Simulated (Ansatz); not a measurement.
The starting structures come from a database of crystals and need not be the phases stable at ambient conditions.

Tunnelling through a barrier is set by its complex band structure: the current falls as exp(−2κd) with the smallest κ.

Input:

```
CdInBr3
1.0
    4.14733     0.00000     0.00000
    0.00000    15.63827     0.00000
    0.00000     0.00000     9.45523
Cd In Br
4 4 12
Direct
  0.25000   0.44245   0.83596
  0.75000   0.55755   0.16404
  0.75000   0.94245   0.66404
  0.25000   0.05755   0.33596
  0.25000   0.67492   0.56323
  0.75000   0.32508   0.43677
  0.75000   0.17492   0.93677
  0.25000   0.82508   0.06323
  0.25000   0.49634   0.33374
  0.75000   0.50366   0.66626
  0.75000   0.99634   0.16626
  0.25000   0.00366   0.83374
  0.25000   0.28664   0.71308
  0.75000   0.71336   0.28692
  0.75000   0.78664   0.78692
  0.25000   0.21336   0.21308
  0.25000   0.60391   0.97262
  0.75000   0.39609   0.02738
  0.75000   0.10391   0.52738
  0.25000   0.89609   0.47262
```

Space group of this cell: Pnma. The cell was relaxed by PBE-D3(BJ); by PBEsol its mean pressure is -1.6 GPa.

Transport runs along the normal of the first two printed cell vectors.

No gap correction and no spin-orbit coupling; mid-gap values are interpolated between computed energies.

Question: State the band gap and the smallest decay constant κ at mid-gap according to PBEsol run with Ansatz (a quantum-chemistry and plane-wave program).

Answer: Gap 2.12 eV on a 8×2×4 mesh; κ = 0.284 1/Å, at the zone centre.
